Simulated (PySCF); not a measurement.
PySCF 2.14.0, PBE0/def2-svp, df: Mo(O)(NH)(OH)(SH) ([NH]=[Mo](=[O])([OH])[SH]), 8 atoms. The geometry is a generated start, not checked to be a minimum at this level.

- task: energy
- method: pbe0
- basis: def2-svp
- two-electron scheme: density fitting
- mol.max_memory: 3000 MB
- mf.max_cycle: 100
- mf.init_guess: minao (default)
- mf.DIIS: CDIIS (default)
- mf.conv_tol: 1e-09 (default)
- mf.grids.level: 3 (default)
- effective core potentials: those of the basis set, past Kr
- basis functions: 106
- grid points: 112808

```xyz
8

Mo     0.2744     0.1726    -0.0113
O      1.4070     0.5828     1.1018
N      0.8595    -0.7599    -1.3458
H      1.3817    -1.2341    -2.0713
O     -0.8812     1.4239    -0.4658
H     -1.3900     2.1841    -0.7652
S     -0.9351    -1.4533     1.1758
H     -0.7163    -0.9160     2.3818
```

Charge 0 and multiplicity 1 are set for this test and not shown to be the ground state.

One run each on 2 threads, 1 BLAS thread. Values of diis_space tried: 3, 5, 8 (default), 12, 20.

Question: Which value of diis_space needs the fewest Fock builds, and what happens away from it?

Answer: Fewest Fock builds, within one of each other: 8 (default) with 14, 12 with 14, 20 with 14. The count rises to 43 at 3. All converge to one solution.

```
diis_space   Fock builds            end
-----------  -----------  -------------
3                     43  same solution
5                     17  same solution
8 (default)           14  same solution
12                    14  same solution
20                    14  same solution
```
